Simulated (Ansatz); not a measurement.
System: MgO (P6₃/mmc, No. 194, 4 atoms in the cell; start mp-1065577; a measured phase of this formula has another space group). Method: HSE06 in Ansatz (PAW).

Settings: plane-wave cutoff 460 eV, 9×9×6 k mesh (along the axes of the cell as run), Fermi–Dirac smearing 0.01 eV, scalar-relativistic PAW data made under PBE.

The cell is the one relaxed with PBEsol. Conventional cell: a = 3.4942 Å, b = 3.4942 Å, c = 4.1946 Å, α = 90.00°, β = 90.00°, γ = 120.00°.

```
CELL_PARAMETERS angstrom
      3.49418     0.00000     0.00000
     -1.74709     3.02605     0.00000
      0.00000     0.00000     4.19457
ATOMIC_POSITIONS crystal
  Mg 0.66667 0.33333 0.75000
  Mg 0.33333 0.66667 0.25000
  O  0.66667 0.33333 0.25000
  O  0.33333 0.66667 0.75000
```

Task: List the 10 lowest band energies at Γ above −25 eV (eV, relative to the valence band maximum), grouping those that round alike.

Result: At Γ: -18.43, -16.98, -3.86, -1.84 (×2), -0.84 (×2), 0.00, 5.00, 11.27.

Note: the run warned that its exchange threshold was loose for the stress; cell and atoms aren't relaxed at this level (pressure -1.1 GPa).

A start named mp-… is a Materials Project structure, which need not be a measured phase.

Ansatz is a first-principles code.
